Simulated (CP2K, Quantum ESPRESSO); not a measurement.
A Quantum ESPRESSO input for a self-consistent single point of KCaCl₃ (Cm, 5 atoms in the cell) (DFT, PBEsol, plane waves, GBRV 1.5 ultrasoft (PBESOL) pseudopotentials):

```fortran
&control
   calculation = 'scf'
   prefix = 'scf'
   outdir = './tmp/'
   pseudo_dir = './'
   verbosity = 'high'
   tprnfor = .true.
   tstress = .true.
/
&system
   ibrav = 0
   nat = 5
   ntyp = 3
   ecutwfc = 40
   ecutrho = 200
   occupations = 'fixed'
   nbnd = 26
/
&electrons
   conv_thr = 1.0d-8
/
ATOMIC_SPECIES
K     39.0983  k_pbesol_v1.4.uspp.F.UPF
Ca    40.0780  ca_pbesol_v1.uspp.F.UPF
Cl    35.4500  cl_pbesol_v1.4.uspp.F.UPF
ATOMIC_POSITIONS angstrom
K     7.6302928371    0.0000000000    5.4064118696
Ca    3.8064763188    0.0000000000    2.6232975692
Cl    5.7146988953    1.9270723285    2.6101597256
Cl    5.7146988953   -1.9270723285    2.6101597256
Cl    3.8780822178    0.0000000000    5.3261791128
K_POINTS automatic
3 3 3  0 0 0
CELL_PARAMETERS angstrom
   3.8228650000    -3.8243150000     0.0000000000
   3.8228650000     3.8243150000     0.0000000000
  -0.0005280000     0.0000000000     5.4065200000
```

Question: Give the CP2K input for the same structure, mesh, smearing and functional.

Answer: One input that does it (others would too):

```
&GLOBAL
  PROJECT calc
  RUN_TYPE ENERGY_FORCE
  PRINT_LEVEL LOW
&END GLOBAL
&FORCE_EVAL
  METHOD Quickstep
  STRESS_TENSOR ANALYTICAL
  &DFT
    BASIS_SET_FILE_NAME BASIS_MOLOPT
    POTENTIAL_FILE_NAME GTH_POTENTIALS
    &QS
      METHOD GPW
      EPS_DEFAULT 1E-10
    &END QS
    &MGRID
      CUTOFF 500
      REL_CUTOFF 60
      NGRIDS 5
    &END MGRID
    &SCF
      SCF_GUESS ATOMIC
      EPS_SCF 1E-7
      MAX_SCF 100
      ADDED_MOS 8
      &DIAGONALIZATION
        ALGORITHM STANDARD
      &END DIAGONALIZATION
      &MIXING
        METHOD BROYDEN_MIXING
        ALPHA 0.3
        NBUFFER 12
        BETA 1.5
      &END MIXING
    &END SCF
    &KPOINTS
      SCHEME MONKHORST-PACK 3 3 3
    &END KPOINTS
    &XC
      &XC_FUNCTIONAL
        &PBE
          PARAMETRIZATION PBESOL
        &END PBE
      &END XC_FUNCTIONAL
    &END XC
    &PRINT
      &MO
        EIGENVALUES T
        OCCUPATION_NUMBERS T
        NDIGITS 8
        FILENAME mo
        &EACH
          QS_SCF 0
        &END EACH
        ADD_LAST NUMERIC
      &END MO
      &MULLIKEN OFF
      &END MULLIKEN
    &END PRINT
  &END DFT
  &SUBSYS
    &CELL
      A 5.40737300 0.00000000 0.00000000
      B -0.00205100 5.40737300 0.00000000
      C -0.00037300 -0.00037300 5.40652000
      PERIODIC XYZ
    &END CELL
    &COORD
      K        5.39440863     5.39645563     5.40641187
      Ca       2.69107479     2.69209596     2.62329757
      Cl       2.67723158     5.40405665     2.61015973
      Cl       5.40304034     2.67928139     2.61015973
      Cl       2.74169834     2.74273879     5.32617911
    &END COORD
    &KIND K
      BASIS_SET DZVP-MOLOPT-SR-GTH-q9
      POTENTIAL GTH-PBE-q9
    &END KIND
    &KIND Ca
      BASIS_SET DZVP-MOLOPT-SR-GTH-q10
      POTENTIAL GTH-PBE-q10
    &END KIND
    &KIND Cl
      BASIS_SET DZVP-MOLOPT-SR-GTH-q7
      POTENTIAL GTH-PBE-q7
    &END KIND
  &END SUBSYS
  &PRINT
    &FORCES ON
    &END FORCES
    &STRESS_TENSOR ON
    &END STRESS_TENSOR
  &END PRINT
&END FORCE_EVAL
```

Basis, cutoffs, solver keys and any potentials are the target program's own. This input uses DFT PBEsol, GPW, DZVP-MOLOPT-SR-GTH basis, GTH-PBE potentials (GTH_POTENTIALS).

The starting cell comes from a database of computed structures (which also holds hypothetical and non-ambient phases and stackings), without a prior relaxation at this level.
